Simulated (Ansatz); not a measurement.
## Element substitutions in RuSi

Consider RuSi (space group P2_13, No. 198; a = 4.7047 Å).

Each row replaces one element on all its sites; cell and atoms are relaxed.

Method: r2SCAN/PAW in Ansatz (a first-principles code), scalar-relativistic without spin-orbit coupling.

Q: Only one of these changes the space group of the base. Which?
(A) Ru → C
(B) Ru → Co
(C) Si → Cu

A: A, Ru → C. Computed: Ru → Co: P2_13 (No. 198); Ru → C: Fm-3m (No. 225); Si → Cu: P2_13 (No. 198)

Stability against distortions was not tested. As relaxed here, SiC and CuRu are hypothetical phases, not in the database extracts checked. Starting moments died away, wholly or in part, for Ru → Co; another magnetic solution may exist. The final runs are not spin-polarised. CuRu has a high density of states at the Fermi level and may be magnetic at this level.
